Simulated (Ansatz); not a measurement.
An Ansatz (a quantum-chemistry and plane-wave program) input for fluorite-like CuAl2 (1 1 1) on silicon (1 1 1) (film strained to the substrate, started from cuts of the bulks):

Ansatz 0.2 input:
```yaml
crystal:
  lattice:
    - [3.867877501, -0.000317686, -0.009630494]
    - [1.93395531, 3.34804427, -0.10424779]
    - [1.866690745, -0.23396607, 26.438066678]
  atoms:
    - { symbol: Si, position: [0.173296123, 0.754848678, 0.078073916] }
    - { symbol: Si, position: [0.858202587, 0.412522141, 0.048759609] }
    - { symbol: Si, position: [0.432148642, 0.124687899, 0.197621962] }
    - { symbol: Si, position: [0.117224668, 0.78218588, 0.167935525] }
    - { symbol: Si, position: [0.690611924, 0.493546914, 0.317211598] }
    - { symbol: Si, position: [0.3758641, 0.150898763, 0.287420353] }
    - { symbol: Si, position: [0.947906585, 0.864359596, 0.436428246] }
    - { symbol: Si, position: [0.632717367, 0.522008372, 0.407056078] }
    - { symbol: Si, position: [0.191104527, 0.244270204, 0.56174623] }
    - { symbol: Si, position: [0.886351826, 0.896889792, 0.526274878] }
    - { symbol: Al, position: [0.40829522, 0.636134939, 0.692145637] }
    - { symbol: Al, position: [0.780284546, 0.950528681, 0.628365225] }
    - { symbol: Al, position: [0.662101151, 1.008260836, 0.821915529] }
    - { symbol: Al, position: [0.039038238, 0.320167561, 0.752019051] }
    - { symbol: Al, position: [0.913719905, 0.381780068, 0.954776185] }
    - { symbol: Al, position: [0.29017708, 0.693936144, 0.883876073] }
    - { symbol: Cu, position: [0.09693484, 0.292063022, 0.654343722] }
    - { symbol: Cu, position: [0.350879405, 0.664091165, 0.78639777] }
    - { symbol: Cu, position: [0.603620677, 1.037010583, 0.916485408] }
basis:
  ecutwfc: 500
  ecutrho_ratio: 4
  xc_grid: 4
kpoints:
  mp_grid: { grid: [9, 9, 1] }
hamiltonian:
  xc: r2scan
  dispersion: none
  pseudopotentials: { kind: paw }
scf:
  n_extra_bands: 22
  occupations: { method: fermi_dirac, width: 0.05 }
  convergence: { dr2_threshold: 0.000000001 }
output:
  eigenvalues: true
```

Level of theory: r2SCAN (plane waves to 500 eV, PAW; Ansatz). Scalar-relativistic, without spin–orbit coupling; the runs are not spin-polarised. Its k-point mesh 9×9×1, Fermi–Dirac width 0.05 eV.

**Question.** Write the closing report of this run, without the band table and long remarks, to eight decimals at most.

**Answer.** 
```
SCF converged after 25 iterations
Free energy (F): -29526.731351 eV
Harris-Foulkes:  -29526.731351 eV  (|F-HF|=4.07e-10)
Internal energy: -29526.693752 eV  (E = F + TS)
E sigma→0 (E₀):  -29526.712552 eV
Entropy (-TS):   -0.037599 eV (-1.979 meV/atom)
Fermi energy:    7.782990 eV
--- Per-component energies (eV) ---
  E_band       = -1606.004830
  E_kinetic    = 1446.283259
  E_local      = -46607.756199  (includes V_loc(G=0)·N_el)
  E_nonlocal   = 1463.293330
  E_hartree    = 22288.471061
  E_xc         = -992.525576
  E_vxc        = -1069.317028  (∫ρ·V_xc dr)
  E_paw        = -13042.626839  (= ΣΔE_a)
  E_vpaw       = -1471.712405  (= ΣTr[D̂ρ^β])
  E_aug_tail   = 0.000480  (compensation charges beyond the density's cutoff)
  E_vtau       = 56.261430  (kinetic-family band-sum trace: ∫τ·v_τ [+ j·A + Jᵃ·Aᵃ] dr)
  E_ewald      = 5920.195034
  E_core_change = -2.028302  (= ΣΔE_core)
  E_smearing   = -0.037599  (= −TS)
  E_closure    = 0.000000  (closes the sum)
  Σ components = -29526.731351   (vs F -29526.731351, Δ=0.00e0)
```

Cost: roughly 6 core-minutes.
